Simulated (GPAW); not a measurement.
A self-consistent single point of Sr (Fm-3m, 1 atom in the cell) with GPAW.

Computed with PBE, GPAW PAW datasets PBE (gpaw-data 1.0.1) (plane waves; GPAW).

The change in words: lattice scaled by 0.98. Reference geometry:
```
CELL_PARAMETERS angstrom
      0.00000     2.96383     2.96383
      2.96383     0.00000     2.96383
      2.96383     2.96383     0.00000
ATOMIC_POSITIONS crystal
  Sr 0.00000 0.00000 0.00000
```

Reference input (self-consistent single point, DFT PBE, plane waves, GPAW PAW datasets PBE (gpaw-data 1.0.1)): mode = pw; ecut = 550 eV; xc = PBE; kpts = 8 8 8; mesh shift (steps) = 0 0 0; occupations.name = fermi-dirac; occupations.width = 0.1 eV; nbands = -7; convergence.density = 1e-05 e/electron; convergence.energy = 1e-05 eV/electron; symmetry.symmorphic = false; symmetry.tolerance = 0.0005. This run's input differs from it in these lines:

```diff
@@ -5,5 +5,5 @@
 atoms = Atoms(['Sr'],
-              cell=[[0.000000, 2.963832, 2.963832],
-                    [2.963832, 0.000000, 2.963832],
-                    [2.963832, 2.963832, 0.000000]],
+              cell=[[0.000000, 2.904555, 2.904555],
+                    [2.904555, 0.000000, 2.904555],
+                    [2.904555, 2.904555, 0.000000]],
               positions=[[0.000000, 0.000000, 0.000000]],
```

Output, abridged:

```
     iter     time        total  log10-change:
                         energy   eigst   dens
iter:   1 --:--:--    -1.621731
iter:   2 --:--:--    -1.686111   -1.18  -1.66
iter:   3 --:--:--    -1.686480   -2.38  -1.62
iter:   4 --:--:--    -1.652397   -2.45  -1.64
iter:   5 --:--:--    -1.655049   -3.34  -2.03
iter:   6 --:--:--    -1.655251   -3.74  -2.20
iter:   7 --:--:--    -1.655093   -4.75  -2.75
iter:   8 --:--:--    -1.655130   -5.76  -3.28
iter:   9 --:--:--    -1.655060c  -5.34  -3.12
iter:  10 --:--:--    -1.655061c  -7.20  -4.37
iter:  11 --:--:--    -1.655062c  -7.89c -4.50
iter:  12 --:--:--    -1.655062c  -9.67c -4.61
iter:  13 --:--:--    -1.655062c  -8.16c -4.62
iter:  14 --:--:--    -1.655061c  -9.07c -5.39c
Converged after 14 iterations.

Dipole moment: (0.000000, 0.000000, 0.000000) |e|*Ang

Energy contributions relative to reference atoms: (reference = -86496.770008)

Kinetic:         +1.060028
Potential:       +1.088591
External:        +0.000000
XC:              -3.658931
Entropy (-ST):   -0.034677
Local:           -0.127411
SIC:             +0.000000
--------------------------
Free energy:     -1.672400
Extrapolated:    -1.655061

Showing only first 2 kpts
 Kpt  Band  Eigenvalues  Occupancy
  0     3    -14.02822    2.00000
  0     4      0.38680    2.00000
  0     5      6.69919    0.00000
  0     6      6.69919    0.00000

  1     3    -14.04375    2.00000
  1     4      0.75703    2.00000
  1     5      6.18650    0.00000
  1     6      6.88711    0.00000

Fermi level: 4.19055

No gap
No difference between direct/indirect transitions
Energy (eV): -1.655061

Forces in eV/Ang:
  0 Sr    0.00000    0.00000   -0.00000

Stress tensor:
    -0.010585    -0.000000    -0.000000
    -0.000000    -0.010585    -0.000000
    -0.000000    -0.000000    -0.010585
Stress (GPa, Voigt): [-1.6958 -1.6958 -1.6958 -0.     -0.     -0.    ]
```

The run converged in 14 iterations. GPAW prints stress with tension positive. Against the reference run the free energy rises by 24.0 meV/atom and the pressure goes from 0.75 to 1.70 GPa.

The starting cell comes from a database of computed structures (which also holds hypothetical and non-ambient phases and stackings), without a prior relaxation at this level. Its lattice was rescaled by a random factor within 2.5 % of one. For this run, on top of that: lattice scaled by 0.98.
